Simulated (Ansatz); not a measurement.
The parent structure is Ca in the fcc (Cu type) structure (space group Fm-3m, No. 225; a = 5.4558 Å; relaxed with 0.1 eV smearing). Axes: x, y, z lie along the cube axes.

Method: PBEsol, PAW, 420 eV (Ansatz, a quantum-chemistry and plane-wave program; no spin-orbit coupling).

Strains are applied to the cell and any free atomic positions relax; under biaxial strain the out-of-plane vector relaxes too; under stress the whole cell relaxes.

One change was made to it. Results:

```tsv
quantity	base	after
energy relative to the base (free energy F)	0 meV/atom	+26 meV/atom
shortest interatomic distance	3.858 Å	3.716 Å
```

**Question.** What was done to the base?
A) uniaxial stress, 2 GPa tension along z
B) isotropic strain −0.35 %
C) isotropic strain −3.17 %
D) biaxial strain +1.30 %, plane normal [001], relaxed out of plane
E) tensor shear ε_yz = −0.58 %

**Answer.** A, uniaxial stress, 2 GPa tension along z. For comparison, the energy relative to the base in the other runs: isotropic strain −0.35 % gives +0.3 meV/atom; tensor shear ε_yz = −0.58 % gives +0.3 meV/atom; biaxial strain +1.30 %, plane normal [001], relaxed out of plane gives +0.7 meV/atom; isotropic strain −3.17 % gives +22 meV/atom.

Beyond what the load breaks, stability against distortions was not tested.
